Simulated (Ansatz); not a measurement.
Reference: Cs2AgBiBr6 (Fm-3m), PBEsol, rigid bands (plane waves, PAW, scalar-relativistic; Ansatz, a quantum-chemistry and plane-wave program); axes and stresses refer to this cell.

```
AgBiCs2Br6
1.0
    0.00000     5.59353     5.59353
    5.59353     0.00000     5.59353
    5.59353     5.59353     0.00000
Cs Ag Bi Br
2 1 1 6
Direct
  0.75000   0.75000   0.75000
  0.25000   0.25000   0.25000
  0.50000   0.50000   0.50000
  0.00000   0.00000   0.00000
  0.74607   0.25393   0.25393
  0.25393   0.74607   0.74607
  0.25393   0.74607   0.25393
  0.74607   0.25393   0.74607
  0.25393   0.25393   0.74607
  0.74607   0.74607   0.25393
```

The hole conductivity mass comes out as 0.39 mₑ, the Seebeck coefficient, n-type 1e19 cm⁻³ is -256 μV/K and the electron conductivity mass is 0.28 mₑ.

Question: Change: spin-orbit coupling switched on. What happens to hole conductivity mass, Seebeck coefficient, n-type 1e19 cm⁻³, electron conductivity mass?

Answer: hole conductivity mass moves little, to 0.38 mₑ; Seebeck coefficient, n-type 1e19 cm⁻³ grows in size to -284 μV/K; electron conductivity mass goes up to 0.35 mₑ.

Masses are for dilute carriers at 300 K, harmonic means over directions unless an axis is named. Seebeck coefficients are for the stated density at 300 K, with one relaxation time for all states and whether or not that doping can be reached. Spin-orbit coupling is left out unless a row names it; without it the gap and masses of crystals with these elements can be far off. 

Formula and space group known from diffraction (Crystallography Open Database), not checked to be the room-temperature form: Cs2AgBiBr6 (Fm-3m).
